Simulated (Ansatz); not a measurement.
The parent structure is Ti in the hcp (Mg type) structure (space group P6_3/mmc, No. 194; a = 2.940 Å, c = 4.654 Å; relaxed with 0.1 eV smearing). Axes: x lies along a and z along c of the hexagonal cell.

The values are results of PBE (Ansatz, a program for electronic structure), spin-orbit coupling left out, not measurements.

Now apply this change: uniaxial strain ε_zz = −2.00 %, all other strain components held at zero, atoms relaxed at fixed cell.

Question: How does this affect the stress and energy relative to the base?

Answer: The stress (xx, yy, zz, yz, xz, xy; compression positive) is (1.6, 1.6, 3.9, 0.0, 0.0, 0.0) GPa; the energy increases by 4.2 meV/atom.

Stability against distortions was not tested. The final runs are not spin-polarised.
